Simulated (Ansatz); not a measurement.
**LaSb: thickness series**

The parent structure is LaSb in the rock salt structure (space group Fm-3m, No. 225; a = 6.453 Å). Axes: x, y, z lie along the cube axes.

Free-standing slabs (2 atom(s) a layer) normal to the z axis with 15 Å of vacuum; in-plane cell held at bulk.

All numbers come from PBEsol (Ansatz, a program for electronic structure, PAW, spin-orbit coupling left out).

### Question
Only one of these has a band gap. Which?
(A) 7 layers
(B) 6 layers
(C) 1 layer
(D) 2 layers
(E) 3 layers

### Answer
C, 1 layer. Computed: 7 layers: zero; 1 layer: 0.07 eV; 3 layers: zero; 2 layers: zero; 6 layers: zero

With Sb present, leaving out spin-orbit coupling can change the band edges. No phonon test of stability was made. All final runs are without spin polarisation. The zero or small gap of LaSb can change with the level of theory.
